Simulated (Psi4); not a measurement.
Psi4 1.11, HF/def2-svp: Nb(OH)3(SH)2 ([OH][Nb]([OH])([OH])([SH])[SH]), 11 atoms. The geometry is a generated start, not checked to be a minimum at this level.

task: energy
method: scf
basis: def2-svp
memory: 3 GB
maxiter: 100
keys of the molecule block: symmetry c1
scf_type: df (default)
e_convergence: 1e-06 (default)
d_convergence: 1e-06 (default)
effective core potentials: those of the basis set, past Kr
basis functions: 134

```xyz
11

Nb    -0.0062     0.1336     0.1606
O      0.4248    -1.1697     1.2953
H      0.7456    -1.8045     1.9414
O     -0.4222     1.2190    -1.1911
H     -0.7458     1.7608    -1.9160
O     -0.1098     1.4187     1.4769
H     -0.2111     2.2855     1.8720
S      2.0025    -0.5682    -1.0786
H      1.9032     0.2811    -2.0988
S     -1.8437    -1.2790    -0.6689
H     -1.7372    -2.2774     0.2072
```

Charge 0 and multiplicity 1 are set for this test and not shown to be the ground state.

With the defaults (damping_percentage = 0, diis = true, scf_initial_accelerator = adiis, guess = auto, which took SAD, diis_max_vecs = 10, soscf = false, soscf_start_convergence = 0.01) it converges in 10 SCF iterations. One run each on 2 threads, with these changes:
- diis_max_vecs = 20
- damping_percentage = 60
- soscf = true, soscf_start_convergence = 0.1
- guess = modhuckel
- guess = huckel
- damping_percentage = 20
- soscf = true
- damping_percentage = 60, diis = false, scf_initial_accelerator = none
- guess = sadno

Task: Name the settings that don't reach the solution of the defaults.

Result: No convergence: damping_percentage = 60; damping_percentage = 60, diis = false, scf_initial_accelerator = none (the run ends without SCF convergence in 100 iterations). The rest reach the solution of the defaults.

| setting | SCF iterations | JK calls | end |
|---|---|---|---|
| soscf = true, soscf_start_convergence = 0.1 | 6 | 22 | same solution |
| soscf = true | 6 | 22 | same solution |
| the defaults | 10 | 11 | same solution |
| diis_max_vecs = 20 | 10 | 11 | same solution |
| guess = huckel | 10 | 37 | same solution |
| guess = sadno | 11 | 11 | same solution |
| guess = modhuckel | 11 | 38 | same solution |
| damping_percentage = 20 | 15 | 16 | same solution |
| damping_percentage = 60 | 100 | 101 | no convergence |
| damping_percentage = 60, diis = false, scf_initial_accelerator = none | 100 | 101 | no convergence |

An SOSCF iteration holds several JK calls; a Hückel guess adds calls on atoms.
